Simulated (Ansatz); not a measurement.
System: TaN (P-62m, No. 189). Method: r²SCAN (Ansatz, an electronic-structure program, plane waves, PAW).

Settings: plane-wave cutoff 600 eV, 12×12×20 k mesh (along the axes of the cell as run), Fermi–Dirac smearing 0.076 eV (set by the program), scalar-relativistic PAW data made under PBE.

Cell (relaxed at this level):

Space group P-62m (No. 189); a = 5.201 Å, b = 5.201 Å, c = 2.909 Å, α = 90.00°, β = 90.00°, γ = 120.00°

```json
[
 {"atom": "Ta", "site": "2d", "symmetry": "-6..", "x": "0.3333", "y": "0.6667", "z": "0.5000"},
 {"atom": "Ta", "site": "1a", "symmetry": "-62m", "x": "0.0000", "y": "0.0000", "z": "0.0000"},
 {"atom": "N", "site": "3f", "symmetry": "m2m", "x": "0.0000", "y": "0.3923", "z": "0.0000"}
]
```

What does this level give for the Voigt–Reuss–Hill bulk modulus, Voigt–Reuss–Hill shear modulus (Hill average), Young modulus and Poisson ratio?


- Voigt–Reuss–Hill bulk modulus: 326 GPa
- Voigt–Reuss–Hill shear modulus (Hill average): 199 GPa
- Young modulus: 496 GPa
- Poisson ratio: 0.246

Elastic constants are with the ions relaxed.

Spin–orbit coupling is not included.

The computed numbers hold no vibrational or temperature effects.

It cost about 4 core-hours (a rough figure) of CPU time.
